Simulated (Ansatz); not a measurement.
Consider ZnS in the zinc blende structure (space group F-43m, No. 216; a = 5.357 Å).

Calculations: PBEsol in Ansatz (plane waves to 420 eV, PAW, spin-orbit coupling left out), earlier PAW set.

For the base:

| Quantity | Value |
|---|---|
| Hole mass | 0.18, 0.66, 0.66 mₑ (at Γ) |
| Electron mass | 0.17 mₑ (at Γ) |
| Band gap | 2.08 eV |

One thing is altered: a hydrostatic pressure of 2.1 GPa.

### Question
What happens to the hole mass?

### Answer
The hole mass (degenerate bands, along [100]) changes from 0.18, 0.66, 0.66 mₑ (at Γ) to 0.19, 0.64, 0.64 mₑ (at Γ).

### Question
Predict the new electron mass.

### Answer
The electron mass remains 0.17 mₑ (at Γ).

### Question
Predict the new band gap.

### Answer
The band gap goes up by 0.11 eV (2.08 eV → 2.19 eV).

Load acts through the strain it causes; cell and atoms are relaxed under it. Masses are band curvatures over ±0.01 Å⁻¹ around the edge. No phonon test of stability was made. Tetrahedral semiconductors of this kind turn to denser phases somewhere between about 1 and 50 GPa; those were not computed, so compressed cells here can lie past the real transition.

Ansatz is a quantum-chemistry and plane-wave program.
